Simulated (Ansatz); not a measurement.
We consider TaO3 (Pm-3m, No. 221, 4 atoms in the cell; start mp-2630414), described by PBEsol in Ansatz (plane waves, PAW).

Run with plane-wave cutoff 520 eV, 14×14×14 k mesh, Fermi–Dirac smearing 0.05 eV, spin-polarised start, scalar-relativistic PAW data made under PBE.

Cell (relaxed at this level):

```
CELL_PARAMETERS angstrom
      3.92584     0.00000     0.00000
      0.00000     3.92584     0.00000
      0.00000     0.00000     3.92584
ATOMIC_POSITIONS crystal
  Ta 0.50000 0.50000 0.50000
  O  0.00000 0.50000 0.50000
  O  0.50000 0.00000 0.50000
  O  0.50000 0.50000 0.00000
```

Question: Estimate the bulk modulus that the calculation returns.

Answer: 
bulk modulus: 195 GPa

Note: the magnetic order was assumed, not searched for or taken from measurement; the bulk modulus is −V dP/dV from two relaxed cells at ±2 % in volume; the relaxation could not lower the start's symmetry, so the cell can be a saddle point above a distorted one.

Spin–orbit coupling is not included; it can open a gap where bands touch, and shift volumes and moduli.

Static lattice: no zero-point or thermal effects.

Cost on a shared machine: roughly 2.2 core-minutes.

A start named mp-… is a Materials Project structure, which need not be a measured phase.

Ansatz is a quantum-chemistry and plane-wave program.
